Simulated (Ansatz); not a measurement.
Start from Sn in the diamond structure (space group Fd-3m, No. 227; a = 6.566 Å).

Level of theory: r2SCAN (Ansatz, an electronic-structure program), scalar-relativistic without spin-orbit coupling.

Base values:

| Quantity | Result |
|---|---|
| Pressure | 0.0 GPa |
| Band gap | zero |

One thing is altered: every lattice vector is stretched by 3.00 %, atoms relaxed at fixed cell.

Problem. How does this affect the energy relative to the base, pressure and band gap?

Solution. The energy grows by 34 meV/atom; the pressure goes from zero to -3.0 GPa; the band gap remains zero.

The cells carry an imposed strain or load. Whether these cells are dynamically stable was not tested.
